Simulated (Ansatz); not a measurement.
The structure below was relaxed with PBEsol (Ansatz, a program for electronic structure, PAW, spin-orbit coupling left out), at pressure −1 GPa.

Space group Fm-3m (No. 225); a = 6.142 Å, b = 6.142 Å, c = 6.142 Å, α = 90.00°, β = 90.00°, γ = 90.00°

| atom | site | symmetry | x | y | z |
|---|---|---|---|---|---|
| Pb | 4a | m-3m | 0.0000 | 0.0000 | 0.0000 |
| Se | 4b | m-3m | 0.5000 | 0.5000 | 0.5000 |

Write out a cell with all atoms.


```
PbSe
1.0
    6.14203     0.00000     0.00000
    0.00000     6.14203     0.00000
    0.00000     0.00000     6.14203
Pb Se
4 4
Direct
  0.00000   0.00000   0.00000
  0.00000   0.50000   0.50000
  0.50000   0.00000   0.50000
  0.50000   0.50000   0.00000
  0.50000   0.00000   0.00000
  0.50000   0.50000   0.50000
  0.00000   0.00000   0.50000
  0.00000   0.50000   0.00000
```
This is the conventional cell.

Load acts through the strain it causes; cell and atoms are relaxed under it. No phonon test of stability was made. The cell was made from PbSe in the rock salt structure (space group Fm-3m, No. 225) by this change: pressure −1 GPa.
